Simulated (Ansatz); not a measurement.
## monolayer TiS$_{2}$: band-edge transport data

Here is the system:

```yaml
crystal:
  lattice:
    - [3.41330, 0.00000, 0.00000]
    - [-1.70665, 2.95600, 0.00000]
    - [0.00000, 0.00000, 18.78370]
  atoms:
    - { symbol: Ti, position: [0.00000, 0.00000, 0.50000] }
    - { symbol: S, position: [0.33333, 0.66667, 0.57560] }
    - { symbol: S, position: [0.66667, 0.33333, 0.42440] }
```

Computed with HSE06, rigid bands (plane waves, PAW, scalar-relativistic; Ansatz, a first-principles code). How the cell was made: cell and atoms relaxed with PBE.

- band gap: 0.75 eV
- electron conductivity mass (300 K, dilute): 0.48 mₑ
- hole conductivity mass (300 K, dilute): 0.199 mₑ
- effective density of states N_c (300 K): 2.5e13 cm⁻²
- effective density of states N_v (300 K): 4.1e12 cm⁻²
- Seebeck coefficient, n-type 1.9e12 cm⁻², 300 K: -393 μV/K
- Seebeck coefficient, p-type 1.9e12 cm⁻², 300 K: 239 μV/K

Rigid bands; masses and Seebeck coefficients take one relaxation time τ for all states and one kind of carrier; polarons and phonon drag are left out. Spin-orbit coupling is left out; where it splits the top of the valence band, N_v and the p-type Seebeck coefficient come out somewhat high without it. Geometry: cell and atoms relaxed with PBE.
